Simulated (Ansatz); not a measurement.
The reference is Ti in the hcp (Mg type) structure (space group P6_3/mmc, No. 194; a = 2.937 Å, c = 4.641 Å; relaxed with 0.1 eV smearing). Axes: x lies along a and z along c of the hexagonal cell.

Method: r2SCAN in Ansatz (plane waves to 500 eV, PAW, no spin-orbit coupling), earlier PAW set.

Base values:

```
Property           Result
---------------  --------
Volume per atom  17.33 Å³
```

The change: biaxial strain +3.48 %, plane normal [001], relaxed out of plane (Cartesian); in-plane vectors clamped, the third vector and the atoms free.

Q: Estimate the effect on the volume per atom.

A: The volume per atom grows by 0.73 Å³ to 18.06 Å³.

Whether these cells are dynamically stable was not tested. All final runs are without spin polarisation.

Ansatz is an electronic-structure program.
